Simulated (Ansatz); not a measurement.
RbInCl3 under a change: pressure 10 GPa

The reference is RbInCl3 (space group Fm-3m, No. 225; a = 10.8298 Å; a cell from a computed database, its experimental status unchecked).

Perturbation: cell and atoms relaxed at a pressure of 10 GPa.

Level of theory: DFT with PBEsol, PAW potentials and a 420 eV plane-wave cutoff in Ansatz (a first-principles code), no spin-orbit coupling. k-mesh 6×6×6 (Γ-centred); smearing 0.05 eV (Fermi–Dirac).

```
quantity                             base     changed        shift
-----------------------------  ----------  ----------  -----------
volume per atom                  31.75 Å³    24.78 Å³    -6.975 Å³
density                        3.21 g/cm³  4.11 g/cm³  +0.90 g/cm³
shortest interatomic distance     2.528 Å     2.446 Å     -0.082 Å
band gap                          1.11 eV        zero            –
```

Cost of the whole job for the changed cell (relaxation, final SCF and bands): around 3 core-minutes (rough).

A case with no gap was solved on a k-mesh chosen for an insulator, which is coarse for it. Load acts through the strain it causes; cell and atoms are relaxed under it. Whether these cells are dynamically stable was not tested. Competing high-pressure phases were not computed. The final runs are not spin-polarised. A zero or small gap of RbInCl3 under pressure 10 GPa can be the functional's error rather than a property of the material.
